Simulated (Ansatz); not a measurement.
Input and output of a self-consistent single point for BaTiO3 (Amm2, 5 atoms in the cell) (Ansatz, a first-principles code).

Method: LDA (PW92), default PAW files made with PBE (plane waves; Ansatz).

```
BaTiO3
1.0
    4.00325     0.00000     0.00000
    0.00000     2.87691     2.88972
    0.00000    -2.87691     2.88972
Ba Ti O
1 1 3
Cartesian
  0.00000   0.00000   0.06971
  2.00162   0.00000   2.99664
  2.00162   1.40128   4.24725
  2.00162  -1.40128   4.24725
  0.00000   0.00000   2.82152
```

Reference input (self-consistent single point, DFT, LDA (PW92), plane waves, default PAW files made with PBE): basis.ecutwfc = 420 eV; kpoints.mp_grid.grid = 6 6 6; hamiltonian.xc = lda; hamiltonian.pseudopotentials = {kind: paw} (the program's default PAW files); scf.occupations.method = fixed. This run's input differs from it in these lines:

Ansatz 0.2 input:
```diff
@@ -15,3 +15,3 @@
   mp_grid:
-    grid: [6, 6, 6]
+    grid: [7, 7, 7]
 hamiltonian:
```

Output, abridged:

```
SCF iter   1: F=—  HF=-9904.366250 eV  |F-HF|=—  |Δ(HF+E_count)|=         —  Δρ=1.92e-2  dr2=2.42e-1  ethr=1.77e-3  ⟨swp⟩=4.5  Hψ=6782  notcnv=0  defer=141
all-band conjugate gradients solve this SCF's bands
preconditioner: auto → Resta (q_TF=auto, 2.506 Å⁻¹)
SCF iter   2: F=—  HF=-9904.333400 eV  |F-HF|=—  |Δ(HF+E_count)|=   3.28e-2  Δρ=1.18e-2  dr2=8.20e-2  ethr=6.06e-4  ⟨swp⟩=2.1  Hψ=2886  notcnv=0  defer=129
   [... lines left out ...]
SCF iter   6: F=—  HF=-9904.317805 eV  |F-HF|=—  |Δ(HF+E_count)|=   1.52e-5  Δρ=9.36e-5  dr2=5.76e-6  ethr=2.04e-7  ⟨swp⟩=2.1  Hψ=2330  notcnv=0  defer=66
SCF iter   7: F=—  HF=-9904.317805 eV  |F-HF|=—  |Δ(HF+E_count)|=   7.94e-7  Δρ=6.79e-5  dr2=3.43e-6  ethr=1.44e-8  ⟨swp⟩=2.0  Hψ=2692  notcnv=0  defer=71
SCF iter   8: F=—  HF=-9904.317805 eV  |F-HF|=—  |Δ(HF+E_count)|=   5.40e-7  Δρ=2.51e-5  dr2=4.38e-7  ethr=8.57e-9  ⟨swp⟩=2.0  Hψ=1622  notcnv=0  defer=66
SCF iter   9: F=-9904.317805 eV  HF=-9904.317805 eV  |F-HF|=5.74e-9  |Δ(HF+E_count)|=   7.93e-8  Δρ=3.37e-6  dr2=7.30e-9  ethr=2.50e-10  ⟨swp⟩=10.8  Hψ=9314  notcnv=0
SCF 1 converged in 9 iterations: F = -9904.317805 eV  dr2 = 7.30e-9
Free energy (F): -9904.317805 eV
Internal energy: -9904.317805 eV  (E = F + TS)
E sigma→0 (E₀):  -9904.317805 eV
Fermi energy:    9.318883 eV
--- Forces (eV/Å), atoms counted from 1 ---
  atom   1  Ba     0.00000000     0.00000000    -0.13663810
  atom   2  Ti    -0.00000000     0.00000000     0.58605381
  atom   3  O     -0.00000000    -0.20544034    -0.22066599
  atom   4  O     -0.00000000     0.20544034    -0.22066599
  atom   5  O     -0.00000000     0.00000000    -0.00810200
--- Stress (GPa, compression-positive) ---
      -11.479088       0.000000       0.000000
        0.000000     -11.444603      -0.000000
        0.000000      -0.000000     -10.964363
  P = ⅓ Tr σ = -11.2960 GPa (-112.960 kbar)
  The stress holds the Pulay correction. Without it, at fixed plane waves, as pw.x and ABINIT print it: P = -12.0249 GPa
```

The run converged in 9 iterations. Against the reference run the free energy hardly moves (within 1 meV/atom), the pressure stays at -11.30 GPa, the largest force moves little (0.587 to 0.586 eV/Å) and the gap on the mesh goes from 2.086 to 2.165 eV.

The starting cell comes from a database of computed structures (which also holds hypothetical and non-ambient phases and stackings), without a prior relaxation at this level. Its lattice was rescaled by up to half a per cent. One atom was moved a little off its site on purpose. With a pressure of about -11 GPa the cell is away from its equilibrium volume at this level. Ansatz's pressure includes its estimate of the finite-basis (Pulay) stress. Without the estimate this run gives -12.02 GPa. Another mesh or the band path of this cell gives a smaller gap, so this value is not converged in the mesh.
